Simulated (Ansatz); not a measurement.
Base system: CdTe in the zinc blende structure (space group F-43m, No. 216; a = 6.5578 Å).

The values are results of DFT with r2SCAN, PAW potentials and a 500 eV plane-wave cutoff in Ansatz (an electronic-structure program), no SOC, not measurements.

Before the change:

```
Quantity                        Result
---------  ---------------------------
Hole mass  0.092, 0.55, 0.55 mₑ (at Γ)
Band gap                       1.17 eV
```

Modification: a hydrostatic pressure of 0.9 GPa.

Question: Estimate the effect on the hole mass and band gap.

Answer: The hole mass (degenerate bands, along [100]) becomes 0.095, 0.53, 0.53 mₑ (at Γ) (base: 0.092, 0.55, 0.55 mₑ (at Γ)); the band gap goes up by 0.069 eV (1.17 eV → 1.23 eV).

With Te present, leaving out spin-orbit coupling can change the band edges. Load acts through the strain it causes; cell and atoms are relaxed under it. Masses are band curvatures over ±0.01 Å⁻¹ around the edge. Stability against distortions was not tested.
